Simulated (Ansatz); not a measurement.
Abridged Ansatz (a program for electronic structure) output:

```
Relaxation: its limit of steps is 60 (relax.max_steps)
Pseudopotential: W, paw, valence charge 14
Crystal: 1 atoms, lattice volume = 15.428 Å³
Basis set: ecut = 420 eV, 321 PW (Γ), exchange–correlation on 40×40×40 points (8 copies of the dense FFT grid, shifted against one another)
Bands: 11, of which v1, the nominal top of the filled ones, is band 7 counted from 1 (6 counted from 0)
Symmetry: 48 space group operations
k-points: 256 of 8000
Functional: x = pbe(κ = 0.804, μ = 0.2195149727645171), c = pbe(β = 0.06672455060314922)
SCF iter   1: F=—  HF=-10386.076857 eV  |F-HF|=—  |Δ(HF+E_count)|=         —  Δρ=6.27e-2  dr2=5.07e-1  ethr=3.10e-3  ⟨swp⟩=5.1  Hψ=14614  notcnv=0
SCF iter   2: F=—  HF=-10385.900823 eV  |F-HF|=—  |Δ(HF+E_count)|=   1.76e-1  Δρ=2.34e-2  dr2=3.67e-2  ethr=3.10e-3  ⟨swp⟩=2.8  Hψ=6743  notcnv=0  defer=13
SCF 1 converged in 6 iterations: F = -10385.894698 eV  dr2 = 2.11e-10
relax step   1: F+E_penalty+E_count = -10385.89469805 eV  Δ(F+E_penalty+E_count) = +0.000e0 eV  max|allowed force component| = 0.000e0 eV/Å  Δτ_max = 0.0000 Å  P = +15.008 GPa  Ω = 15.428 Å³  (6 SCF iters, dr2 threshold 1.00e-7 eV, accepted)
[... steps on the carried basis left out ...]
relax step   5: F+E_penalty+E_count = -10385.85945223 eV  Δ(F+E_penalty+E_count) = +1.918e-4 eV  max|allowed force component| = 0.000e0 eV/Å  Δτ_max = 0.0000 Å  P = +22.515 GPa  Ω = 15.126 Å³  stress off target by 1.47e-2 GPa  SCF on the basis re-selected at this cell (its energy is not comparable with the rows above)  (5 SCF iters)
SCF converged after 5 iterations
Free energy (F): -10385.859452 eV
Internal energy: -10385.856707 eV  (E = F + TS)
E sigma→0 (E₀):  -10385.858080 eV
Entropy (-TS):   -0.002745 eV (-2.745 meV/atom)
Fermi energy:    23.688297 eV
--- Forces (eV/Å), atoms counted from 1 ---
  atom   1  W     -0.00000000     0.00000000     0.00000000
--- Stress (GPa, compression-positive) ---
       22.514701      -0.000000       0.000000
       -0.000000      22.514701      -0.000000
       -0.000000      -0.000000      22.514701
  P = ⅓ Tr σ = 22.5147 GPa (225.147 kbar)
--- Relaxed structure (4 steps of the walk, 3 accepted, 1 SCFs on fresh bases) ---
  cell:  # Å, volume = 15.1260 Å³
    - [-1.5579547196563563, 1.5579547196563563, 1.5579547196563563]
    - [1.5579547196563563, -1.5579547196563563, 1.5579547196563563]
    - [1.5579547196563563, 1.5579547196563563, -1.5579547196563563]
  atoms:
    - { symbol: W, position: [0.0, 0.0, 0.0] }
```

Q: What was computed, and what are the main results?

A: W, 1 atom in the cell, with plane-wave PAW DFT at the PBE level (Ansatz, 420 eV), without spin-orbit coupling, earlier PAW set, from a series relaxed to a target (pressure 22.5 GPa). The last SCF converged to F = -10385.859452 eV, or -10385.8595 eV per atom, at a pressure of 22.51 GPa. The total energy compares only with runs of the same code, potentials and settings.

Load acts through the strain it causes; cell and atoms are relaxed under it. No phonon test of stability was made. Competing high-pressure phases were not computed. All final runs are without spin polarisation. The cell was made from W in the bcc (W type) structure (space group Im-3m, No. 229) by this change: pressure 22.5 GPa.

Keys are those of Ansatz 0.2.
